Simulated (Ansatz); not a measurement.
Response to strain in CdSe

The parent structure is CdSe in the zinc blende structure (space group F-43m, No. 216; a = 6.133 Å). Axes: x, y, z lie along the cube axes.

Strains are applied to the cell and any free atomic positions relax.

Method: r2SCAN in Ansatz (plane waves to 500 eV, PAW, without spin-orbit coupling).

Notes on the quantities. pressure: mean of the normal stresses, compression positive; energy relative to the base: free energy F.

```json
[
 {"case": "base", "band gap": "1.04 eV", "pressure": "0.01 GPa", "shortest interatomic distance": "2.656 Å", "energy relative to the base": "0 meV/atom"},
 {"case": "tensor shear ε_xy = +0.57 %", "band gap": "1.01 eV", "pressure": "0.01 GPa", "shortest interatomic distance": "2.654 Å", "energy relative to the base": "+0.3 meV/atom"},
 {"case": "tensor shear ε_xy = +1.71 %", "band gap": "(withheld)", "pressure": "0.00 GPa", "shortest interatomic distance": "2.652 Å", "energy relative to the base": "+2.4 meV/atom"},
 {"case": "tensor shear ε_xy = +0.86 %", "band gap": "1.00 eV", "pressure": "0.01 GPa", "shortest interatomic distance": "2.654 Å", "energy relative to the base": "+0.6 meV/atom"},
 {"case": "tensor shear ε_xy = +1.14 %", "band gap": "(withheld)", "pressure": "0.00 GPa", "shortest interatomic distance": "2.653 Å", "energy relative to the base": "(withheld)"},
 {"case": "tensor shear ε_xy = +0.29 %", "band gap": "1.03 eV", "pressure": "0.01 GPa", "shortest interatomic distance": "2.655 Å", "energy relative to the base": "+0.1 meV/atom"},
 {"case": "tensor shear ε_xy = +2.00 %", "band gap": "0.94 eV", "pressure": "-0.01 GPa", "shortest interatomic distance": "2.651 Å", "energy relative to the base": "+3.2 meV/atom"},
 {"case": "tensor shear ε_xy = +1.43 %", "band gap": "0.97 eV", "pressure": "0.00 GPa", "shortest interatomic distance": "2.653 Å", "energy relative to the base": "(withheld)"}
]
```

Task: Complete the table.

Result: 
- tensor shear ε_xy = +1.71 %, band gap: 0.95 eV
- tensor shear ε_xy = +1.14 %, band gap: 0.98 eV
- tensor shear ε_xy = +1.14 %, energy relative to the base: +1.1 meV/atom
- tensor shear ε_xy = +1.43 %, energy relative to the base: +1.7 meV/atom

No phonon test of stability was made.

Ansatz is a first-principles code.
